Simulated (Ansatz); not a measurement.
Ansatz (a first-principles code) run on HfWC2 (R-3m, 4 atoms in the cell): self-consistent single point.

Computed with PBEsol, default PAW files made with PBE (plane waves; Ansatz).

```
HfWC2
1.0
    1.55934     0.90028     5.11872
   -1.55934     0.90028     5.11872
    0.00000    -1.80057     5.11872
Hf W C
1 1 2
Direct
  0.00000   0.00000   0.00000
  0.50000   0.50000   0.50000
  0.24575   0.24575   0.24575
  0.75425   0.75425   0.75425
```

Reference input (self-consistent single point, DFT, PBEsol, plane waves, default PAW files made with PBE): basis.ecutwfc = 420 eV; kpoints.mp_grid.grid = 16 16 16; hamiltonian.xc = pbesol; hamiltonian.pseudopotentials = {kind: paw} (the program's default PAW files); scf.occupations.method = cold; scf.occupations.width = 0.2 eV. This run's input differs from it in these lines:

Ansatz 0.2 input:
```diff
@@ -11,3 +11,3 @@
 basis:
-  ecutwfc: 420.0 eV
+  ecutwfc: 380.0 eV
 kpoints:
```

Output, abridged:

```
SCF iter   1: F=—  HF=-26349.951371 eV  |F-HF|=—  |Δ(HF+E_count)|=         —  Δρ=9.52e-3  dr2=4.76e-2  ethr=1.77e-3  ⟨swp⟩=5.0  Hψ=49945  notcnv=0
all-band conjugate gradients solve this SCF's bands
preconditioner: auto → Kerker (q_TF=auto, 2.778 Å⁻¹)
SCF iter   2: F=—  HF=-26349.942095 eV  |F-HF|=—  |Δ(HF+E_count)|=   9.28e-3  S|Δr|=    0.00e0  Δρ=3.31e-3  dr2=3.40e-3  ethr=9.91e-5  ⟨swp⟩=1.1  Hψ=15456  notcnv=0
   [... lines left out ...]
SCF iter   5: F=—  HF=-26349.941016 eV  |F-HF|=—  |Δ(HF+E_count)|=   5.90e-5  S|Δr|=    0.00e0  Δρ=1.35e-4  dr2=5.65e-6  ethr=1.30e-7  ⟨swp⟩=2.1  Hψ=18853  notcnv=0
SCF iter   6: F=—  HF=-26349.941017 eV  |F-HF|=—  |Δ(HF+E_count)|=   6.07e-7  S|Δr|=    0.00e0  Δρ=3.78e-5  dr2=6.86e-7  ethr=1.18e-8  ⟨swp⟩=2.0  Hψ=21526  notcnv=0
SCF iter   7: F=-26349.941017 eV  HF=-26349.941017 eV  |F-HF|=3.64e-8  |Δ(HF+E_count)|=   1.61e-7  S|Δr|=    0.00e0  Δρ=8.66e-6  dr2=3.84e-8  ethr=2.08e-10  ⟨swp⟩=7.5  Hψ=56478  notcnv=0
SCF 1 converged in 7 iterations: F = -26349.941017 eV  dr2 = 3.84e-8
Stability not checked (fill_not_monotonic)
Free energy (F): -26349.941017 eV
Internal energy: -26349.939807 eV  (E = F + TS)
E sigma→0 (E₀):  -26349.940613 eV
Entropy (-TS):   -0.001210 eV (-0.302 meV/atom)
Fermi energy:    22.707566 eV
--- Forces (eV/Å), atoms counted from 1 ---
  atom   1  Hf     0.00000000     0.00000000     0.00000000
  atom   2  W     -0.00000000     0.00000000     0.00000000
  atom   3  C     -0.00000000     0.00000000     0.01478925
  atom   4  C      0.00000000    -0.00000000    -0.01478925
--- Stress (GPa, compression-positive) ---
        9.219342       0.000000      -0.000000
        0.000000       9.219342      -0.000000
       -0.000000      -0.000000       8.782666
  P = ⅓ Tr σ = 9.0738 GPa (90.738 kbar)
  The stress holds the Pulay correction. Without it, at fixed plane waves, as pw.x and ABINIT print it: P = 8.0308 GPa
```

The run converged in 7 iterations. Against the reference run the free energy rises by 6.6 meV/atom, the pressure moves little (9.02 to 9.07 GPa) and the largest force goes from 0.022 to 0.015 eV/Å.

The starting cell comes from a database of computed structures (which also holds hypothetical and non-ambient phases and stackings), without a prior relaxation at this level. Its lattice was rescaled by a random factor within 2.5 % of one. Spin polarisation is off. Ansatz's pressure includes its estimate of the finite-basis (Pulay) stress. Without the estimate this run gives 8.03 GPa. The cutoff lies below the one recommended for these files.
